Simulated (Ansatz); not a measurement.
The starting structures come from a database of crystals and need not be the phases stable at ambient conditions.

 Where the default PAW files enter, the runs use the earlier of Ansatz's two default sets.

Tunnelling through a barrier is set by its complex band structure: the current falls as exp(−2κd) with the smallest κ.

Here is the system:

```xyz
9
Lattice="4.7022 0.0000 0.0000 0.0000 4.7022 0.0000 2.3511 -2.3511 3.3249" Properties=species:S:1:pos:R:3 pbc="T T T"
Li     2.3511     0.0000     1.6625
Li     4.7022     2.3511     1.6625
H      2.3511     2.3511     1.6943
H      4.7022     0.0000     1.6306
H      3.5491     3.5491     0.0000
H      3.5041    -1.1981     3.3249
H      3.5041     1.1981     3.3249
H      3.5491     1.1530     0.0000
Pt     0.0000     0.0000     0.0000
```

Space group of this cell: Fm-3m. The cell is taken as given.

Transport runs along the normal of the first two printed cell vectors, the (001) plane of the conventional cell.

No gap correction and no spin-orbit coupling; mid-gap values are interpolated between computed energies.

Problem. Give the band gap and the smallest decay constant κ at mid-gap that Ansatz (a first-principles code) with r2SCAN yields.

Solution. Gap 3.27 eV on a 10×10×10 mesh; κ = 0.334 1/Å, at (0.500, 0.500) of the in-plane reciprocal vectors. At the zone centre, at the nearest computed energy, the slowest state has κ = 0.48 1/Å.
